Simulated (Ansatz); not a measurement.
Take InP in the zinc blende structure (space group F-43m, No. 216) as the base.

```yaml
crystal:
  lattice:
    - [0.00000, 2.91346, 2.91346]
    - [2.91346, 0.00000, 2.91346]
    - [2.91346, 2.91346, 0.00000]
  atoms:
    - { symbol: In, position: [0.00000, 0.00000, 0.00000] }
    - { symbol: P, position: [0.25000, 0.25000, 0.25000] }
```

Cartesian axes are those of the cell as printed.

All numbers come from Ansatz (a first-principles code) LDA, no SOC.

One thing is altered: tensile biaxial strain of 3.00 % in the plane normal to [001], as in epitaxy on a mismatched substrate; the out-of-plane cell vector and the atoms relax.

### Question
Estimate the effect on the energy relative to the base, in-plane stress and out-of-plane strain.

### Answer
The energy increases by 12 meV/atom; the mean in-plane stress (compression positive) is -2.6 GPa; the out-of-plane strain is -3.46 %.

Stability against distortions was not tested.
